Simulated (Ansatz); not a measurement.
Reference: CuI (P4/nmm), PBEsol+D3BJ with spin-orbit coupling, rigid bands (plane waves, PAW; Ansatz, an electronic-structure program); axes and stresses refer to this cell.

```xyz
4
Lattice="3.9331 0.0000 0.0000 0.0000 3.9331 0.0000 0.0000 0.0000 5.9805" Properties=species:S:1:pos:R:3 pbc="T T T"
Cu     1.9665     1.9665     0.0000
Cu     0.0000     0.0000     0.0000
I      1.9665     0.0000     1.7029
I      0.0000     1.9665     4.2776
```

The hole mass along x is 0.32 mₑ and the hole conductivity mass is 0.38 mₑ. The hole mass along z is 0.61 mₑ.

Question: After one change the values are hole mass along x 0.42 mₑ; hole conductivity mass 0.52 mₑ; hole mass along z 1.04 mₑ. What was changed between the two runs?
(A) hydrostatic pressure -2 GPa
(B) hydrostatic pressure 2 GPa
(C) hydrostatic pressure 5 GPa
(D) hydrostatic pressure 10 GPa

Answer: A, hydrostatic pressure -2 GPa

Masses are for dilute carriers at 300 K, harmonic means over directions unless an axis is named. Stresses and pressures are the targets of the relaxation.  The structure type is held under load, also where the real crystal would transform.

Computed structure with no diffraction record at hand here (it may be known, metastable or hypothetical): CuI (P4/nmm). PBEsol with a dispersion correction tends to overbind, so the cell can be several per cent short, in bad cases over ten, which usually narrows a gap: CuI (P4/nmm).
